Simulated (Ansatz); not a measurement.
## Nb: energy against volume

Nb (bcc, Im-3m, 18.126 Å³/atom and stress up to 0.01 GPa in the relaxed cell, cube axes along x, y and z) under hydrostatic pressure, with the cell free. PBE in Ansatz, a plane-wave DFT program (PAW, default set), 420 eV, 20×20×20 Γ-centred mesh, Fermi-Dirac smearing 0.05 eV.

Here V stands for volume and E for E less E0.

```csv
volume (Å³/atom),E less E0 (meV/atom),pressure (GPa)
18.3477,1.53,-2.02
18.2362,0.41,-1.02
18.1261,0.00,0.00
18.0327,0.21,0.88
17.9081,1.30,2.10
17.6736,6.00,4.50
17.2707,22.66,8.99
16.7932,57.96,14.99
16.2723,?,?
```

Taking the third-order Birch-Murnaghan form, a cubic in V^(-2/3) for E over the 8 complete rows: With u = V^(-2/3) - 0.1468, the rows have u = -0.0030485, -0.0024632, -0.0018793, -0.0013793, -0.0007056, 0.0005839, 0.0028672, 0.0056911. Least squares gives E = 3.448 + 3765.8·u + 1026154·u² - 844045·u³. Residuals (row less fit): 0.002, -0.001, -0.001, 0.002, -0.002, 0.003, -0.001, 0.000; standard error 0.002 (degrees of freedom: 4). Its minimum lies at u = -0.0018308, so V0 = (0.1449692)^(-3/2) = 18.12. There d²E/du² = 2062000 and d³E/du³ = -5064000, so B0 = (4/9) × 18.12^(-7/3) × 2062000 × 0.160218 = 170 GPa (the last factor turns the table's units into GPa), and B0' = 4 + (2/3) × 0.1449692 × (-5064000)/2062000 = 3.8. B0' rests on the cubic coefficient alone and has a standard error of 0.1 from these residuals.

### Question
Estimate the missing E (V = 16.2723); what did the run itself give?

### Answer
u = 0.0089282, so E = 3.448 + 3765.8 × 0.0089282 + 1026154 × 0.0089282² - 844045 × 0.0089282³ = 118.267 meV/atom. The calculation gives 118.41 meV/atom, 0.143 meV/atom above the prediction (0.1 % of the range of E in the table). The row lies outside the fitted rows, so this is an extrapolation. The scatter of the fitted rows lies at the last printed digit.

In a metal these values are sensitive to mesh and smearing; energies are taken to zero smearing, stresses follow the free energy. The runs aren't spin-polarised. Other structures, which can take over under pressure, weren't tried. The same form fitted to the pressure column gives B0' = 3.8; series where the two differ by over 0.4 aren't shown. Rows are the converged runs of the series near zero and its far end, less any whose ions stayed unrelaxed beside relaxed ones; series whose fitted rows scatter by over a few per cent of the range, as at a crossing or softening among them, aren't shown in this form.
